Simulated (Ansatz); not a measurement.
A computed series for La: pressure series

Start from La (space group P6_3/mmc, No. 194).

```
CELL_PARAMETERS angstrom
      3.66126     0.00000     0.00000
     -1.83063     3.17074     0.00000
      0.00000     0.00000    11.71788
ATOMIC_POSITIONS crystal
  La 0.00000 0.00000 0.00000
  La 0.00000 0.00000 0.50000
  La 0.33333 0.66667 0.25000
  La 0.66667 0.33333 0.75000
```

Cell and atoms are relaxed at each pressure.

The values are results of PBEsol, PAW, 420 eV (Ansatz, a first-principles code; no spin-orbit coupling), earlier PAW set, not measurements.

Notes on the quantities. enthalpy: H = E + PV relative to the base's energy.

```json
[
 {"case": "base", "lattice parameter a": "366.1 pm", "enthalpy": "–"},
 {"case": "pressure −2 GPa", "lattice parameter a": "…", "enthalpy": "-0.44 eV/atom"},
 {"case": "pressure −1 GPa", "lattice parameter a": "370.9 pm", "enthalpy": "-0.22 eV/atom"},
 {"case": "pressure 3 GPa", "lattice parameter a": "…", "enthalpy": "+0.60 eV/atom"},
 {"case": "pressure 7 GPa", "lattice parameter a": "342.8 pm", "enthalpy": "+1.33 eV/atom"},
 {"case": "pressure 15 GPa", "lattice parameter a": "326.6 pm", "enthalpy": "+2.63 eV/atom"},
 {"case": "pressure 30 GPa", "lattice parameter a": "308.8 pm", "enthalpy": "+4.71 eV/atom"},
 {"case": "pressure 50 GPa", "lattice parameter a": "296.7 pm", "enthalpy": "+7.14 eV/atom"},
 {"case": "pressure 75 GPa", "lattice parameter a": "288.0 pm", "enthalpy": "+9.89 eV/atom"},
 {"case": "pressure 100 GPa", "lattice parameter a": "281.7 pm", "enthalpy": "+12.45 eV/atom"}
]
```

**Question.** Fill in the withheld entries from the trend.

**Answer.** 
- pressure −2 GPa, lattice parameter a: 376.2 pm
- pressure 3 GPa, lattice parameter a: 354.4 pm

Load acts through the strain it causes; cell and atoms are relaxed under it. Stability against distortions was not tested. Competing high-pressure phases were not computed.
